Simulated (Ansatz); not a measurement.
The parent structure is SrTiO$_{3}$ in the cubic perovskite structure (space group Pm-3m, No. 221; a = 3.891 Å).

All numbers come from Kohn–Sham DFT with the PBEsol functional, run in Ansatz (a first-principles code) with PAW and 420 eV plane waves, no spin-orbit coupling.

One change was made to it. Results:

```json
[
 {"quantity": "shortest interatomic distance", "base": "1.946 Å", "after": "2.039 Å"},
 {"quantity": "density", "base": "5.17 g/cm³", "after": "4.42 g/cm³"},
 {"quantity": "band gap", "base": "1.85 eV", "after": "zero"}
]
```

Task: Name the change that was made.
(A) Ti → Zr
(B) Ti → Be
(C) Ti → Sc

Result: C, Ti → Sc. For comparison, the shortest interatomic distance in the other runs: Ti → Be gives 1.836 Å; Ti → Zr gives 2.065 Å.

The magnetic state is the one reached from the starting moments; the real material's order can differ, and small cells can't hold many antiferromagnetic ones. Whether these cells are dynamically stable was not tested. For SrScO3 and SrBeO3 in this form, whether it has been made was not checked. Spin-polarised in the final run: SrScO3 and SrBeO3; the other runs are not. Many cubic perovskites are stable only at high temperature; tilts and polar distortions were not tested.
